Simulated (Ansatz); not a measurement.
An Ansatz (an electronic-structure program) run: Al with a change (uniaxial strain ε_zz = −1.50 %); LDA (Ansatz; PAW; 420 eV plane waves; no spin-orbit coupling).

Input:

Ansatz 0.2 input:
```yaml
crystal:
  lattice:
    - [0, 1.9919355962, 1.9620565622]
    - [1.9919355962, 0, 1.9620565622]
    - [1.9919355962, 1.9919355962, 0]
  atoms:
    - { symbol: Al, position: [0, 0, 0] }
basis: { ecutwfc: 420, ecutrho_ratio: 4, xc_grid: 2, fft_grid_basis: typed }
kpoints: { mp_grid: { grid: [28, 28, 28] } }
hamiltonian:
  xc: lda
  dispersion: none
  pseudopotentials: { kind: paw }
scf: { occupations: { method: fermi_dirac, width: 0.1 }, convergence: { dr2_threshold: 0.0000000001 } }
relax: { f_tol: 0.005, max_steps: 50 }
output: { forces: true, stress: true }
checkpoint: { write: state.ck, write_every: 1000 }
```

Output (explanatory and most iteration lines left out):

```
Relaxation: its limit of steps is 50 (relax.max_steps)
Pseudopotential: Al, paw, valence charge 3
Crystal: 1 atoms, lattice volume = 15.570 Å³
Basis set: ecut = 420 eV, 323 PW (Γ), exchange–correlation on 40×40×40 points (8 copies of the dense FFT grid, shifted against one another)
Bands: 6, of which v1, the nominal top of the filled ones, is band 2 counted from 1 (1 counted from 0)
Symmetry: 16 space group operations
Space group: I4/mmm (ITA 139), of the structure as read, at distance tolerance 2.5e-5 Å
k-points: 1639 of 21952
Functional: x = slater, c = lda
SCF iter   1: F=—  HF=-512.883528 eV  |F-HF|=—  |Δ(HF+E_count)|=         —  Δρ=3.49e-3  dr2=1.78e-3  ethr=1.77e-3  ⟨swp⟩=4.9  Hψ=86309  notcnv=0
SCF iter   2: F=—  HF=-512.882874 eV  |F-HF|=—  |Δ(HF+E_count)|=   6.53e-4  Δρ=1.58e-3  dr2=3.54e-4  ethr=5.93e-5  ⟨swp⟩=1.0  Hψ=22952  notcnv=0  defer=5
SCF 1 converged in 6 iterations: F = -512.882723 eV  dr2 = 4.60e-15
relax step   1: F+E_penalty+E_count = -512.88272266 eV  Δ(F+E_penalty+E_count) = +0.000e0 eV  max|allowed force component| = 0.000e0 eV/Å  Δτ_max = 0.0000 Å  (6 SCF iters, accepted)
SCF converged after 6 iterations
Free energy (F): -512.882723 eV
Internal energy: -512.869519 eV  (E = F + TS)
E sigma→0 (E₀):  -512.876121 eV
Entropy (-TS):   -0.013204 eV (-13.204 meV/atom)
Fermi energy:    8.351453 eV
--- Forces (eV/Å), atoms counted from 1 ---
  atom   1  Al    -0.00000000     0.00000000     0.00000000
--- Stress (GPa, compression-positive) ---
        1.069529      -0.000000       0.000000
       -0.000000       1.069529       0.000000
        0.000000       0.000000       1.838670
  P = ⅓ Tr σ = 1.3259 GPa (13.259 kbar)
--- Relaxed structure (1 steps of the walk, 1 accepted, 0 SCFs on fresh bases) ---
  atoms:
    - { symbol: Al, position: [0.0, 0.0, 0.0] }
```

No phonon test of stability was made. The cell was made from Al in the fcc (Cu type) structure (space group Fm-3m, No. 225) by this change: uniaxial strain ε_zz = −1.50 %.
